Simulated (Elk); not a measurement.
# Worked example: self-consistent single point of Pb (Fm-3m, 1 atom in the cell) in Elk

Level of theory: Elk with PBE, all-electron FP-LAPW, Elk's shipped species files, APW+lo basis with extra local orbitals.

Input:

```
tasks
  0

xctype
  20

rgkmax
  8.0

gmaxvr
  16.0

nxlo
  2

lorbcnd
  .true.

lmaxi
  2

swidth
  0.00183747

maxscl
  100

avec
    0.0000000000    4.7681475090    4.7681475090
    4.7681475090    0.0000000000    4.7681475090
    4.7681475090    4.7681475090    0.0000000000

atoms
  1
  'Pb.in'
  1
  0.0000000000  0.0000000000  0.0000000000    0.0 0.0 0.0

ngridk
  11 11 11
```

The program printed (abridged):

```
│ Elk code version 10.2.4 │

All units are atomic (Hartree, Bohr, etc.)

│ Ground-state run starting from atomic densities │

Lattice vectors :
   0.000000000       4.768147509       4.768147509
   4.768147509       0.000000000       4.768147509
   4.768147509       4.768147509       0.000000000

Unit cell volume      :    216.8098669
Brillouin zone volume :    1.144090981

Muffin-tin inner radius fraction :   0.1000000000E-01

Nuclei treated as point charges

Species :    1 (Pb)
 parameters loaded from : Pb.in
 name : lead
 nuclear charge    :   -82.00000000
 electronic charge :    82.00000000
 atomic mass :    377702.4940
 muffin-tin radius :    2.800000000
 number of radial points in muffin-tin :    697
 atomic positions (lattice), magnetic fields (Cartesian) :
   1 :   0.00000000  0.00000000  0.00000000    0.00000000  0.00000000  0.00000000

Total number of atoms per unit cell :    1

Spin treatment :
 spin-unpolarised

Number of Bravais lattice symmetries :   48
Number of crystal symmetries         :   48
Crystal has inversion symmetry
Real symmetric eigensolver will be used

k-point grid :     11    11    11
k-point offset :    0.000000000       0.000000000       0.000000000
k-point set is reduced with full crystal symmetry group
Total number of k-points :       56

Muffin-tin radius times maximum |G+k| :    8.000000000
 using average radius
Maximum |G+k| for APW functions       :    2.857142857
Maximum (1/2)|G+k|²                   :    4.081632653
Maximum |G| for potential and density :    16.00000000
 potential will be trimmed for |G| > 2 gkmax
Constant for pseudocharge density :   11
Radial integration step length :    4

G-vector grid sizes :     35    35    35
Number of G-vectors :    15065

Maximum angular momentum used for
 APW functions                      :    8
 outer part of muffin-tin           :    6
 inner part of muffin-tin           :    2

Total nuclear charge    :   -82.00000000
Total core charge       :    68.00000000
Total valence charge    :    14.00000000
Total excess charge     :    0.000000000
Total electronic charge :    82.00000000

Effective Wigner radius, rₛ :   0.8578121509

Number of empty states         :    4
Total number of valence states :   11
Total number of core states    :   68

Conduction state local-orbitals added automatically
Total number of local-orbitals :   80

Exchange-correlation functional :     20     0     0
 Perdew-Burke-Ernzerhof, Phys. Rev. Lett. 77, 3865 (1996)
 gradient requirement :    1
 generalised gradient approximation (GGA)

Smearing type :    3
 Fermi-Dirac
Smearing width :   0.1837470000E-02
Effective electronic temperature (K) :    580.2271348

Mixing type :    3
 Broyden mixing, J. Phys. A: Math. Gen. 17, L317 (1984)

Kohn-Sham potential initialised from atomic data

│ Self-consistent loop started │
│ Loop number : 1 │
 total energy                :     -20935.2276152
│ Loop number : 2 │
 total energy                :     -20935.2215729
RMS change in Kohn-Sham potential (target) :   0.1644212952     (  0.1000000000E-05)
Absolute change in total energy (target)   :   0.6042315425E-02 (  0.1000000000E-03)
│ Loop number : 3 │
 total energy                :     -20934.5135667
RMS change in Kohn-Sham potential (target) :   0.1446950262     (  0.1000000000E-05)
Absolute change in total energy (target)   :   0.7095166964     (  0.1000000000E-03)
│ Loop number : 4 │
 total energy                :     -20931.5686725
RMS change in Kohn-Sham potential (target) :   0.6908033259E-01 (  0.1000000000E-05)
Absolute change in total energy (target)   :    3.122273448     (  0.1000000000E-03)
│ Loop number : 5 │
 total energy                :     -20929.7207866
RMS change in Kohn-Sham potential (target) :   0.2188178491E-01 (  0.1000000000E-05)
Absolute change in total energy (target)   :    2.628454237     (  0.1000000000E-03)
│ Loop number : 6 │
 total energy                :     -20929.0591211
RMS change in Kohn-Sham potential (target) :   0.5236541143E-02 (  0.1000000000E-05)
Absolute change in total energy (target)   :    1.318779055     (  0.1000000000E-03)
│ Loop number : 7 │
 total energy                :     -20928.8394893
RMS change in Kohn-Sham potential (target) :   0.2448973686E-03 (  0.1000000000E-05)
Absolute change in total energy (target)   :   0.5493266030     (  0.1000000000E-03)
│ Loop number : 8 │
 total energy                :     -20928.8257617
RMS change in Kohn-Sham potential (target) :   0.1659508808E-03 (  0.1000000000E-05)
Absolute change in total energy (target)   :   0.1510591958     (  0.1000000000E-03)
│ Loop number : 9 │
 total energy                :     -20928.8084024
RMS change in Kohn-Sham potential (target) :   0.6008269340E-04 (  0.1000000000E-05)
Absolute change in total energy (target)   :   0.5512408270E-01 (  0.1000000000E-03)
│ Loop number : 10 │
 total energy                :     -20928.8025307
RMS change in Kohn-Sham potential (target) :   0.4114669048E-05 (  0.1000000000E-05)
Absolute change in total energy (target)   :   0.1965271927E-01 (  0.1000000000E-03)
│ Loop number : 11 │
 total energy                :     -20928.8023990
RMS change in Kohn-Sham potential (target) :   0.1513747389E-05 (  0.1000000000E-05)
Absolute change in total energy (target)   :   0.5044949525E-02 (  0.1000000000E-03)
│ Loop number : 12 │
 total energy                :     -20928.8023988
RMS change in Kohn-Sham potential (target) :   0.3669546958E-06 (  0.1000000000E-05)
Absolute change in total energy (target)   :   0.1261401540E-02 (  0.1000000000E-03)
│ Loop number : 13 │
 total energy                :     -20928.8023927
RMS change in Kohn-Sham potential (target) :   0.7345935324E-07 (  0.1000000000E-05)
Absolute change in total energy (target)   :   0.3214082208E-03 (  0.1000000000E-03)
│ Loop number : 14 │
 total energy                :     -20928.8023949
RMS change in Kohn-Sham potential (target) :   0.1943581693E-07 (  0.1000000000E-05)
Absolute change in total energy (target)   :   0.7821815234E-04 (  0.1000000000E-03)
Convergence targets achieved

│ Loop number : 15 │

Energies :
 Fermi                       :     0.219989468741
 sum of eigenvalues          :     -12945.7508906
 electron kinetic            :      24369.8466946
 core electron kinetic       :      24240.2330463
 Coulomb                     :     -44908.1910951
 Coulomb potential           :     -36804.6929383
 nuclear-nuclear             :     -1342.17644332
 electron-nuclear            :     -50327.3363653
 Hartree                     :      6761.32171347
 Madelung                    :     -26505.8446259
 xc potential                :     -510.904646868
 exchange                    :     -385.441878918
 correlation                 :     -5.01600356274
 electron entropic           :    -0.109630426286E-03
 total energy                :     -20928.8023926

Density of states at Fermi energy :    8.898947385
 (states/Hartree/unit cell)

Estimated indirect band gap :   0.3586194721E-02
 from k-point     26 to k-point      4
Estimated direct band gap   :   0.3474190810E-01
 at k-point     55

Charges :
 core                        :    68.00000000
 valence                     :    14.00000000
 interstitial                :    1.717132403
 muffin-tins (core leakage)
  species :    1 (Pb)
   atom    1                 :    80.28286760     (  0.1188406988E-02)
 total in muffin-tins        :    80.28286760
 total calculated charge     :    81.99918046
 total charge                :    82.00000000
 error                       :   0.8195433927E-03

│ Self-consistent loop stopped │
```

The run converged in 15 iterations. The count includes the last loop, which Elk runs after its targets are met.

The starting cell comes from a database of computed structures (which also holds hypothetical and non-ambient phases and stackings), without a prior relaxation at this level. Its lattice was rescaled by a random factor within 2.5 % of one. Spin-orbit coupling is off. Values depend on the basis (sphere radii, cutoffs, local orbitals), which need not be converged. The log's line on a gap gives a spacing of levels on this mesh, which the program prints for metals too.
